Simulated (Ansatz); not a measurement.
Abridged Ansatz (a program for electronic structure) output:

```
Pseudopotential: Si, paw, valence charge 4
Pseudopotential: S, paw, valence charge 6
Crystal: 6 atoms, lattice volume = 104.980 Å³
Basis set: ecut = 420 eV, 2103 PW (Γ), exchange–correlation on 48×48×160 points (8 copies of the dense FFT grid, shifted against one another)
Bands: 22, of which v1, the nominal top of the filled ones, is band 16 counted from 1 (15 counted from 0)
Symmetry: 24 space group operations
k-points: 99 of 1156
Functional: x = pbe(κ = 0.804, μ = 0.2195149727645171), c = pbe(β = 0.06672455060314922)
SCF iter   1: F=—  HF=-4882.395329 eV  |F-HF|=—  |Δ(HF+E_count)|=         —  Δρ=5.09e-3  dr2=4.02e-2  ethr=1.77e-3  ⟨swp⟩=7.2  Hψ=12907  notcnv=0
SCF iter   2: F=—  HF=-4882.390733 eV  |F-HF|=—  |Δ(HF+E_count)|=   4.60e-3  Δρ=3.05e-3  dr2=1.51e-2  ethr=1.26e-4  ⟨swp⟩=1.0  Hψ=2995  notcnv=0  defer=13
SCF 1 converged in 8 iterations: F = -4882.389191 eV  dr2 = 2.55e-10
SCF converged after 8 iterations
Free energy (F): -4882.389191 eV
Internal energy: -4882.382360 eV  (E = F + TS)
E sigma→0 (E₀):  -4882.385776 eV
Entropy (-TS):   -0.006831 eV (-1.139 meV/atom)
Fermi energy:    7.711770 eV
  E_disp       = -2.093437  (pairwise vdW)
--- Forces (eV/Å), atoms counted from 1 ---
  atom   1  Si     0.00000000    -0.00000000     0.00000000
  atom   2  Si     0.00000000     0.00000000     0.00000000
  atom   3  S      0.00000000    -0.00000000     0.00090218
  atom   4  S      0.00000000     0.00000000     0.00090218
  atom   5  S      0.00000000     0.00000000    -0.00090218
  atom   6  S      0.00000000    -0.00000000    -0.00090218
--- Stress (GPa, compression-positive) ---
       -0.000895       0.000000       0.000000
        0.000000      -0.000895       0.000000
        0.000000       0.000000      -0.008527
  P = ⅓ Tr σ = -0.0034 GPa (-0.034 kbar)
```

Problem. What was computed, and what are the main results?

Solution. SiS2, 6 atoms in the cell, with Kohn–Sham DFT with the PBE-D3(BJ) functional, run in Ansatz with PAW and 420 eV plane waves, no spin-orbit coupling. The last SCF converged to F = -4882.389191 eV, or -813.7315 eV per atom, at a pressure of 0.00 GPa. The total energy compares only with runs of the same code, potentials and settings.

Whether these cells are dynamically stable was not tested. All final runs are without spin polarisation. The cell is SiS₂ in the 2H-MoS2 type structure (space group P6_3/mmc, No. 194; a hypothetical phase, not in the database extracts checked; layered, stacked along the Cartesian z axis).
